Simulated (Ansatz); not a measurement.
# SiO2: response to strain

The parent structure is SiO$_{2}$ in the rutile structure (space group P4_2/mnm, No. 136; a = 4.1549 Å, c = 2.6615 Å).

Strains are applied to the cell and any free atomic positions relax.

The values are results of Ansatz (a program for electronic structure) LDA, without spin-orbit coupling, not measurements.

Notes on the quantities. energy relative to the base: free energy F.

```json
[
 {"isotropic strain (%)": "0", "energy relative to the base (meV/atom)": "0.0"},
 {"isotropic strain (%)": "0.6", "energy relative to the base (meV/atom)": "2.4"},
 {"isotropic strain (%)": "1.2", "energy relative to the base (meV/atom)": "?"},
 {"isotropic strain (%)": "1.8", "energy relative to the base (meV/atom)": "20.9"},
 {"isotropic strain (%)": "2.4", "energy relative to the base (meV/atom)": "36.4"},
 {"isotropic strain (%)": "3", "energy relative to the base (meV/atom)": "55.8"}
]
```

**Question.** Fit ΔE = Aε² + Bε³ (ε in %) to the rows shown and predict the withheld row.

**Answer.** Least squares on the printed values gives A = 6.81 and B = -0.20 meV/atom (largest residual 0.0 meV/atom); this predicts 9.5 meV/atom, and the run gives 9.5 meV/atom, in agreement.

Stability against distortions was not tested.
